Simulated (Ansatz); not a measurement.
**Spinel GeNi₂O₄**

Calculation: BLYP in Ansatz (plane waves, PAW).

Run with plane-wave cutoff 520 eV, 12×12×12 k mesh, Fermi–Dirac smearing 0.05 eV, spin-polarised start, scalar-relativistic PAW data made under PBE.

Cell: relaxed at this level.

```yaml
volume_per_atom: 10.63 Å³/atom
bulk_modulus: 167 GPa
band_gap: 0.84 eV (on the SCF k mesh)
"Γ–Γ gap": 1.15 eV
lattice_constant_a: 8.412 Å
pressure derivative B′ of the bulk modulus: 4.6
```

Note: the magnetic order was assumed, not searched for or taken from measurement; the relaxation could not lower the start's symmetry, so the cell can be a saddle point above a distorted one.

Spin–orbit coupling is not included.

Static lattice: no zero-point or thermal effects.

Cost on a shared machine: roughly 100 core-minutes.

Ansatz is an electronic-structure program.
